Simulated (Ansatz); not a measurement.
The reference is Si in the diamond structure (space group Fd-3m, No. 227; a = 5.470 Å).

Computed with PBE, PAW, 420 eV (Ansatz, an electronic-structure program; spin-orbit coupling left out).

Strains are applied to the cell and any free atomic positions relax.

One change was made to it. Results:

The energy rises by 19 meV/atom; the band gap increases by 0.10 eV (0.61 eV → 0.71 eV).

Problem. What was done to the base?
A. isotropic strain −1.50 %
B. isotropic strain +0.50 %
C. isotropic strain +2.00 %
D. isotropic strain +2.50 %

Solution. C, isotropic strain +2.00 %. For comparison, the energy relative to the base in the other runs: isotropic strain +2.50 % gives +29 meV/atom; isotropic strain −1.50 % gives +12 meV/atom; isotropic strain +0.50 % gives +1.3 meV/atom.

No phonon test of stability was made.
